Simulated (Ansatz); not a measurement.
## Quick settings and what they miss: MnSi (P2_13, 8 atoms in the cell)

Self-consistent single point.

```
MnSi
1.0
    4.43896     0.00000     0.00000
    0.00000     4.43896     0.00000
    0.00000     0.00000     4.43896
Mn Si
4 4
Direct
  0.36354   0.13646   0.86354
  0.13646   0.86354   0.36354
  0.86354   0.36354   0.13646
  0.63646   0.63646   0.63646
  0.65422   0.84578   0.15422
  0.84578   0.15422   0.65422
  0.15422   0.65422   0.84578
  0.34578   0.34578   0.34578
```
Moments meant for the start (each program seeds them in its own way; μB, in the order of the atoms Mn Mn Mn Mn Si Si Si Si): 4.0 4.0 4.0 4.0 0.0 0.0 0.0 0.0.

Computed with PBE, PAW files (plane waves; Ansatz, a quantum-chemistry and plane-wave program).

Base settings: basis.ecutwfc = 30.9 Ry; kpoints.mp_grid.grid = 8 8 8; kpoints.mp_grid.shift = 0.5 0.5 0.5; hamiltonian.xc = pbe; hamiltonian.pseudopotentials = {kind: paw} (the program's default PAW files); magnetization.spin_polarized = true; scf.occupations.method = fermi_dirac; scf.occupations.width = 0.0073 Ry.

Tight run (finer mesh or higher cutoff; not a proven limit): basis.ecutwfc: 30.9 Ry → 43.4 Ry; kpoints.mp_grid.grid: 8 8 8 → 11 11 11; scf.convergence.dr2_threshold: default (1e-07 eV) → 1e-09 eV. It gave Fermi level (on the code's own zero) 16.97 eV; pressure 12.29 GPa; largest force (vector length) 0.234 eV/Å; size of the cell's spin moment 3.36 μB.

Quick runs, as changes from the base:
- A: the base itself
- B: basis.ecutwfc: 30.9 Ry → 24.6 Ry; kpoints.mp_grid.grid: 8 8 8 → 2 2 2; hamiltonian.xc: pbe → lda; scf.occupations.method: fermi_dirac → cold; scf.occupations.width: 0.0073 Ry → 0.0367 Ry [LDA (PW92)]

† marks runs with another functional, U, potentials or spin treatment: their distance from the tight run is not a convergence error alone.

The count of work is k-points × plane waves × bands × iterations; it is no time. 

Pressures in the table are Ansatz's without its Pulay estimate, at a fixed set of plane waves; the tight run's value above holds the estimate.

The starting cell comes from a database of computed structures (which also holds hypothetical and non-ambient phases and stackings), without a prior relaxation at this level. Its lattice was rescaled by a random factor within 2.5 % of one. The moments shrank to a small part of their start, a low-spin state that need not be the lowest. In the base run, with a pressure of about 12 GPa the cell is away from its equilibrium volume at this level.

```
run  pressure less tight (GPa)  largest miss in a force vector (eV/Å)  size of the net moment less tight (μB/atom)  count of work / tight
---  -------------------------  -------------------------------------  -------------------------------------------  ---------------------
A                        -0.21                                  0.001                                         0.00                   0.17
B†                      -15.53                                  0.112                                         0.10                  0.011
```

Left out of this page: 4 runs of the series outside the window shown, repeating another row's setting, or not comparable.

Keys are those of Ansatz 0.2.
